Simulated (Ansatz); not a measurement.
Defect: O vacancy in bixbyite In2O3, charge state +2. The step: a nearby O atom hops onto the vacant site; the atom moves 2.64 Å along (0.17, 0.00, -0.19) of the unit cell; the moving atom starts with neighbours In at 2.09, In at 2.25, In at 2.29, In at 2.44 Å and ends with In at 2.09, In at 2.25, In at 2.29, In at 2.44 Å. A PBE band in Ansatz (plane-wave PAW, one k-point at (0.250, 0.250, 0.250), 80 host sites, 112 SCF runs with any check of the saddle's order, static, no finite-size correction) gives a forward barrier of 0.55 eV. The program found a first-order saddle point. The charge state is imposed; whether it is stable for some Fermi level was not computed. Forms of the defect that were not tried may lie lower.

Single points at the band's start and saddle point can refine it. Rough cost of one point, in units of the band's mean SCF on the same machine:

```tsv
Level	Cost of one point
PBE, a 2×2×2 k-point mesh shifted by half a step	about 5
r2SCAN at 500 eV, one k-point at (0.250, 0.250, 0.250)	about 3
```

Q: Which of these move the barrier by more than 0.1 eV, and how far does each move it?

A: PBE, a 2×2×2 k-point mesh shifted by half a step: 0.00 eV; r2SCAN at 500 eV, one k-point at (0.250, 0.250, 0.250): +0.12 eV. Each functional is compared with PBE at the same k-points.

Ansatz is a first-principles code.
